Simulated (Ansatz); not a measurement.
Tunnelling through a barrier is set by its complex band structure: the current falls as exp(−2κd) with the smallest κ.

Data:

```yaml
crystal:
  lattice:
    - [3.62918, 0.00000, 0.00000]
    - [0.00000, 5.27530, 0.00000]
    - [0.00000, 0.00000, 3.62918]
  atoms:
    - { symbol: Hf, position: [0.50000, 0.50000, 0.50000] }
    - { symbol: Hf, position: [0.00000, 0.00000, 0.00000] }
    - { symbol: O, position: [0.50000, 0.30279, 0.00000] }
    - { symbol: O, position: [0.50000, 0.80279, 0.00000] }
    - { symbol: O, position: [0.00000, 0.19721, 0.50000] }
    - { symbol: O, position: [0.00000, 0.69721, 0.50000] }
```

Space group of this cell: P4_2/nmc. The cell is strained (all lengths scaled by 1.02); by r2SCAN its mean pressure is -10.5 GPa.

Transport runs along the normal of the first two printed cell vectors, the (100) plane of the conventional cell.

The gap is the functional's own, uncorrected, and κ follows it; spin-orbit coupling is left out. Mid-gap values are interpolated between the computed energies.

Task: Predict the band gap and the smallest decay constant κ at mid-gap from r2SCAN run with Ansatz (a first-principles code).

Result: Gap 5.06 eV on a 8×6×8 mesh; κ = 0.425 1/Å, at the zone centre.
